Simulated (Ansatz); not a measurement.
Input:

```
FeS2
1.0
    4.36746    -0.12797     0.00000
   -0.15626     5.33315     0.00000
    0.00000     0.00000     3.34448
Fe S
2 4
Cartesian
  2.10560   2.60259   1.67224
  0.00000   0.00000   0.00000
  2.94834   4.58373   1.67224
  0.81055   3.31709   0.00000
  3.40065   1.88810   0.00000
  1.26286   0.62146   1.67224
```

No spin polarisation.

Computed with plane-wave PAW DFT at the PBEsol level (Ansatz, a program for electronic structure, 420 eV), spin-orbit coupling left out, earlier PAW set. Settings: 8×6×10 k-points, 0.05 eV Fermi–Dirac smearing.

What is the computed band gap?

0.86 eV.

What is the computed smallest direct gap?

1.09 eV.

What gap character does the calculation give?

Indirect, Y₂–Γ (22 % along) → D.

What stress (xx, yy, zz, yz, xz, xy; compression positive) does the calculation give?

(0.63, 0.93, 0.59, 0.00, 0.00, 9.50) GPa.

The cells carry an imposed strain or load. Stability against distortions was not tested. The final runs are not spin-polarised. The cell was made from FeS2 (space group Pnnm, No. 58; non-magnetic) by this change: tensor shear ε_xy = −2.93 %.
